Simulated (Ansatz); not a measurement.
The starting structures come from a database of crystals and need not be the phases stable at ambient conditions.

 Where the default PAW files enter, the runs use the earlier of Ansatz's two default sets.

Tunnelling through a barrier is set by its complex band structure: the current falls as exp(−2κd) with the smallest κ.

Given:

```
CdH2O2
1.0
    4.59685     0.00000     0.00000
    0.00000     6.14340     0.00000
    0.00000     3.07170     1.77345
Cd H O
1 2 2
Cartesian
  0.00000   0.00000   0.00000
  2.07619   2.04780   0.00000
  2.52065   4.09560   0.00000
  1.10283   2.04780   0.00000
  3.49401   4.09560   0.00000
```

Space group of this cell: P-3m1. The cell was relaxed by PBE-D3(BJ); by r2SCAN its mean pressure is -2.0 GPa.

Transport runs along the normal of the first two printed cell vectors, the (110) plane of the conventional cell.

No gap correction and no spin-orbit coupling; mid-gap values are interpolated between computed energies.

Question: Compute, with r2SCAN (Ansatz, a first-principles code), the band gap and the smallest decay constant κ at mid-gap.

Answer: Gap 2.21 eV on a 8×16×16 mesh; κ = 0.249 1/Å, at the zone centre.
